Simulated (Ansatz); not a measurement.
A computed series for TiAl3: pressure series

The parent structure is TiAl3 (space group I4/mmm, No. 139).

```
TiAl3
1.0
   -1.91209     1.91209     4.28030
    1.91209    -1.91209     4.28030
    1.91209     1.91209    -4.28030
Al Ti
3 1
Direct
  0.50000   0.50000   0.00000
  0.75000   0.25000   0.50000
  0.25000   0.75000   0.50000
  0.00000   0.00000   0.00000
```

Cell and atoms are relaxed at each pressure.

The values are results of r2SCAN in Ansatz (plane waves to 500 eV, PAW, no SOC), not measurements.

Notes on the quantities. enthalpy: H = E + PV relative to the base's energy.

| case | shortest interatomic distance | enthalpy |
|---|---|---|
| base | 5.110 bohr | – |
| pressure −2 GPa | 5.140 bohr | -0.20 eV/atom |
| pressure −1 GPa | 5.125 bohr | -0.10 eV/atom |
| pressure 0.3 GPa | 5.106 bohr | +0.03 eV/atom |
| pressure 0.7 GPa | 5.100 bohr | +0.07 eV/atom |
| pressure 1.5 GPa | 5.089 bohr | +0.15 eV/atom |
| pressure 3 GPa | 5.069 bohr | +0.29 eV/atom |
| pressure 5 GPa | 5.044 bohr | +0.48 eV/atom |
| pressure 7.5 GPa | 5.014 bohr | +0.71 eV/atom |
| pressure 10 GPa | 4.987 bohr | +0.94 eV/atom |

Load acts through the strain it causes; cell and atoms are relaxed under it. Stability against distortions was not tested. Competing high-pressure phases were not computed. All final runs are without spin polarisation.

Ansatz is an electronic-structure program.
